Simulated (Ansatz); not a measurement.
# What P → As does to P

The reference is P in the black-P type structure (space group Cmce, No. 64; a = 3.302 Å, b = 10.691 Å, c = 4.467 Å; layered, stacked along the Cartesian y axis).

Perturbation: every P is replaced by As, then cell and atoms are relaxed.

Calculations: Ansatz (a program for electronic structure) r2SCAN+rVV10, without spin-orbit coupling. Γ-centred 10×10×7 mesh, Fermi–Dirac width 0.05 eV, for the changed cell.

The volume per atom increases by 3.82 Å³, from 19.71 Å³ to 23.53 Å³ and the density goes up by 2.68 g/cm³ to 5.29 g/cm³. The space group remains Cmce (No. 64) and the shortest interatomic distance rises by 26.07 pm (221.3 pm → 247.3 pm). The band gap stays zero.

Final structure:

```yaml
crystal:
  lattice:
    - [1.82787, -5.56365, 0.00000]
    - [1.82787, 5.56365, 0.00000]
    - [0.00000, 0.00000, 4.62761]
  atoms:
    - { symbol: As, position: [0.39272, 0.60728, 0.56981] }
    - { symbol: As, position: [0.60728, 0.39272, 0.43019] }
    - { symbol: As, position: [0.89272, 0.10728, 0.93019] }
    - { symbol: As, position: [0.10728, 0.89272, 0.06981] }
```

Stability against distortions was not tested. Gaps under 0.05 eV, about the width of the smearing, are given as zero. This is not the structure that As has at room temperature and ambient pressure. A zero or small gap of P can be the functional's error rather than a property of the material.
